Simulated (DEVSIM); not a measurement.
Structure: abrupt Si p-n junction, at 300 K.

```csv
layer (left to right),material,thickness (μm),Nd (cm⁻³),Na (cm⁻³),τn (s),τp (s)
1,Si,60.0,-,1.5e19,3.9e-6,3.9e-6
2,Si,10.0,2.6e16,-,3.9e-6,3.9e-6
```

Left contact: ohmic. Right contact: ohmic. Voltage is applied to the left contact. Recombination: SRH at mid-gap, radiative. Mobility is constant in doping.

Constants are typed, rounded textbook-type inputs, not results; the design itself was drawn at random and stands for no fabricated device. Values at 300 K.

```csv
parameter,Si
gap (eV),1.124
affinity (eV),4.05
permittivity,11.7
Nc (cm⁻³),2.86e19
Nv (cm⁻³),3.1e19
μn (cm²/Vs),1417
μp (cm²/Vs),470
B (cm³/s),4.7e-15
```

DEVSIM, 1D drift-diffusion, Boltzmann statistics, complete ionisation; no tunnelling, impact ionisation, image-force lowering or self-heating.

Question: Tabulate band edges, carrier densities and field at 0.9 V on the left contact.

Answer: Energies count from the Fermi level of the right contact; mesh points crowd at the junctions.

| x (μm) | Ec (eV) | Ev (eV) | n (cm⁻³) | p (cm⁻³) | field (V/cm) |
|---|---|---|---|---|---|
| 0.000 | 0.205 | -0.919 | < 1e2 | 1.5e19 | ≈ 0 |
| 0.04823 | 0.205 | -0.919 | 6.8e12 | 1.5e19 | ≈ 0 |
| 0.1846 | 0.205 | -0.919 | 2.6e13 | 1.5e19 | ≈ 0 |
| 0.6036 | 0.205 | -0.919 | 8.5e13 | 1.5e19 | ≈ 0 |
| 2.701 | 0.206 | -0.918 | 3.8e14 | 1.5e19 | ≈ 0 |
| 7.846 | 0.206 | -0.918 | 1.1e15 | 1.5e19 | ≈ 0 |
| 23.65 | 0.208 | -0.916 | 3.2e15 | 1.5e19 | ≈ 0 |
| 51.19 | 0.211 | -0.913 | 6.8e15 | 1.5e19 | ≈ 0 |
| 56.97 | 0.211 | -0.913 | 7.5e15 | 1.5e19 | ≈ 0 |
| 59.01 | 0.211 | -0.913 | 7.8e15 | 1.5e19 | ≈ 0 |
| 59.69 | 0.211 | -0.913 | 7.9e15 | 1.5e19 | ≈ 0 |
| 59.94 | 0.211 | -0.913 | 7.9e15 | 1.5e19 | ≈ 0 |
| 60.00 | 0.209 | -0.915 | 8.7e15 | 1.4e19 | -27000 |
| 60.04 | 0.113 | -1.011 | 3.6e17 | 3.3e17 | -17 |
| 60.24 | 0.113 | -1.011 | 3.5e17 | 3.2e17 | 23 |
| 60.77 | 0.115 | -1.009 | 3.3e17 | 3.1e17 | 24 |
| 62.35 | 0.119 | -1.005 | 2.8e17 | 2.6e17 | 29 |
| 66.24 | 0.134 | -0.990 | 1.6e17 | 1.4e17 | 52 |
| 69.15 | 0.158 | -0.966 | 6.3e16 | 3.7e16 | 160 |
| 69.73 | 0.170 | -0.954 | 3.9e16 | 1.3e16 | 290 |
| 69.92 | 0.177 | -0.947 | 3.0e16 | 4.3e15 | 450 |
| 70.00 | 0.181 | -0.943 | 2.6e16 | 4500 | 540 |
